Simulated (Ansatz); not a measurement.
# WS2: pressure series

Consider WS2 in the 2H-MoS2 type structure (space group P6_3/mmc, No. 194; a = 3.154 Å, c = 12.137 Å; layered, stacked along the Cartesian z axis).

Cell and atoms are relaxed at each pressure.

Calculations: PBE-D3(BJ)/PAW in Ansatz (an electronic-structure program), no SOC.

Candidates:
(a) pressure 0.3 GPa
(b) pressure 5 GPa
(c) pressure 7.5 GPa
(d) pressure −2 GPa

Base values:

| Property | Value |
|---|---|
| Band gap | 0.88 eV |

Problem. Order them by band gap, highest first.

Solution. (d) pressure −2 GPa (1.13 eV), (a) pressure 0.3 GPa (0.86 eV), (b) pressure 5 GPa (0.61 eV), (c) pressure 7.5 GPa (0.51 eV)

With W present, leaving out spin-orbit coupling can change the band edges. Load acts through the strain it causes; cell and atoms are relaxed under it. Stability against distortions was not tested. Competing high-pressure phases were not computed.
